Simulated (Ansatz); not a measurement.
System: cubic perovskite BaHfO₃. Method: PBEsol (PAW; Ansatz, a quantum-chemistry and plane-wave program).

Numerical settings: plane-wave cutoff 520 eV, 8×8×8 k mesh, Fermi–Dirac smearing 0.01 eV, scalar-relativistic PAW data made under PBE.

Results at a series of volumes:

```
V (Å³/atom)  E − E_lowest (meV/atom)
-----------  -----------------------
13.512                         30.59
13.799                         13.09
14.087                          3.16
14.374                          0.00
14.662                          2.93
14.949                         11.31
15.237                         24.60
```

Estimate the bulk modulus and its pressure derivative from these points.

V0 = 14.374 Å³/atom, B0 = 169 GPa, B′ = 4.4 (fit to the energies at full precision).

Measured, for comparison: equilibrium volume per atom 14.51 Å³/atom (room temperature, not corrected to a static lattice; as tabulated in Zhao et al. (2008), arXiv:0809.3506). Computed (rounded) less measured: equilibrium volume per atom -1.0 %. A static lattice is as a rule a little smaller and stiffer than an uncorrected measurement, which narrows the difference in the equilibrium volume per atom and would widen misses of the other sign.

Spin–orbit coupling is not included.

The computed numbers hold no vibrational or temperature effects.
